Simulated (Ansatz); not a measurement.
# Ta2C, response to strain

Take Ta$_{2}$C (space group P-3m1, No. 164; relaxed with 0.1 eV smearing) as the base.

```yaml
crystal:
  lattice:
    - [3.09529, 0.00000, 0.00000]
    - [-1.54764, 2.68060, 0.00000]
    - [0.00000, 0.00000, 4.92154]
  atoms:
    - { symbol: Ta, position: [0.33333, 0.66667, 0.25289] }
    - { symbol: Ta, position: [0.66667, 0.33333, 0.74711] }
    - { symbol: C, position: [0.00000, 0.00000, 0.00000] }
```

Cartesian axes are those of the cell as printed.

Strains are applied to the cell and any free atomic positions relax; under biaxial strain the out-of-plane vector relaxes too.

Computed with PBEsol/PAW in Ansatz (a first-principles code), spin-orbit coupling left out.

Notes on the quantities. pressure: mean of the normal stresses, compression positive; energy relative to the base: free energy F.

| variant | volume per atom | pressure | energy relative to the base |
|---|---|---|---|
| base | 13.61 Å³ | 0.0 GPa | 0 meV/atom |
| biaxial strain +0.71 %, plane normal [001], relaxed out of plane | 13.75 Å³ | -2.6 GPa | – |
| uniaxial strain ε_xx = −5.23 % | 12.90 Å³ | 16.6 GPa | +65 meV/atom |
| uniaxial strain ε_xx = +1.13 % | 13.77 Å³ | -3.0 GPa | +2.6 meV/atom |
| uniaxial strain ε_zz = −1.78 % | 13.37 Å³ | 5.2 GPa | +7.3 meV/atom |
| tensor shear ε_yz = −1.80 % | 13.61 Å³ | 0.2 GPa | +7.8 meV/atom |

No phonon test of stability was made. All final runs are without spin polarisation.
